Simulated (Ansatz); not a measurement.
Structures of equal composition on the (111)B surface of zinc-blende BP (P plane on top): 2x2 Si adatom at H3; 2x2 Si adatom at T4. The slabs share one bottom face, and each structure is named by its start. These are constructed structures in small cells; real faces may alloy, dewet or reconstruct in larger ones, and not all known structures of the face are among them. Slabs of about 14 Å with all that they carry, Fermi-Dirac smearing of 0.025 eV. Bottom of the slabs: H caps. Relaxed from the named starts with such symmetry as they have, on meshes of like density; energies extrapolated to zero smearing; no spin-orbit coupling, no U. Spin-polarised runs, if any, are marked in brackets, and their order is one that fits the cell; the others ran without spin. Where a second, spin-polarised start was run, the lower counts.

Calculation: PBE (plane waves to 420 eV, PAW; Ansatz, a program for electronic structure).

### Question
Rank these by energy per 1x1 cell (lowest first), as PBE gives it.

### Answer
2x2 Si adatom at T4 (0.000 eV [spin start, no net moment], no gap over 0.04 eV on the mesh), 2x2 Si adatom at H3 (0.083 eV [spin start, no net moment], no gap over 0.04 eV on the mesh)
